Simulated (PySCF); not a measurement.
PySCF 2.14.0, WB97X/def2-svpd, df: isopropylamine (CC(C)N), 13 atoms. The geometry is a generated start, not checked to be a minimum at this level.

```json
{
 "task": "energy",
 "method": "wb97x",
 "basis": "def2-svpd",
 "two_electron_scheme": "density fitting",
 "mol.max_memory": "3000 MB",
 "mf.max_cycle": "100",
 "mf.conv_tol": "1e-09 (default)",
 "mf.grids.level": "3 (default)",
 "basis_functions": "152",
 "grid_points": "144528"
}
```

```xyz
13

C     -0.6153     1.1175     0.5574
C     -0.0861     0.0188    -0.3603
C      1.3491    -0.3484     0.0067
N     -0.9242    -1.1615    -0.2027
H     -0.0010     2.0109     0.4735
H     -0.6012     0.7730     1.5886
H     -1.6391     1.3746     0.2945
H     -0.0923     0.4023    -1.4013
H      1.7254    -1.1284    -0.6529
H      1.3808    -0.7178     1.0284
H      1.9964     0.5201    -0.0789
H     -0.6057    -1.9105    -0.8081
H     -1.8867    -0.9505    -0.4449
```

With the defaults (mf.diis = true, newton = off, mf.damp = 0, mf.diis_start_cycle = 1, mf.init_guess = minao, mf.level_shift = 0, mf.diis_damp = 0, mf.DIIS = CDIIS, mf.diis_space = 8) it converges in 12 Fock builds. One run each on 2 threads, 1 BLAS thread, with these changes:
- mf.init_guess = atom
- mf.diis_space = 5
- newton = Hessian by the SCF's own integrals
- mf.level_shift = 1 Hartree
- mf.diis_damp = 0.3
- mf.diis = false
- mf.DIIS = EDIIS
- mf.diis = false, mf.damp = 0.7, mf.diis_start_cycle = 999
- mf.init_guess = mod_huckel

Question: Which of these changes keep the SCF from converging, or lead it to another solution?

Answer: No convergence: mf.diis = false (the run ends without SCF convergence in 100 cycles). The rest reach the solution of the defaults.

```
setting                                                    Fock builds             end
---------------------------------------------------------  -----------  --------------
the defaults                                                        12   same solution
mf.init_guess = atom                                                12   same solution
mf.init_guess = mod_huckel                                          12   same solution
mf.diis_damp = 0.3                                                  12   same solution
mf.diis_space = 5                                                   12   same solution
newton = Hessian by the SCF's own integrals                         20   same solution
mf.level_shift = 1 Hartree                                          24   same solution
mf.diis = false, mf.damp = 0.7, mf.diis_start_cycle = 999           37   same solution
mf.DIIS = EDIIS                                                     42   same solution
mf.diis = false                                                    101  no convergence
```

Under newton the count holds the products with the orbital Hessian.
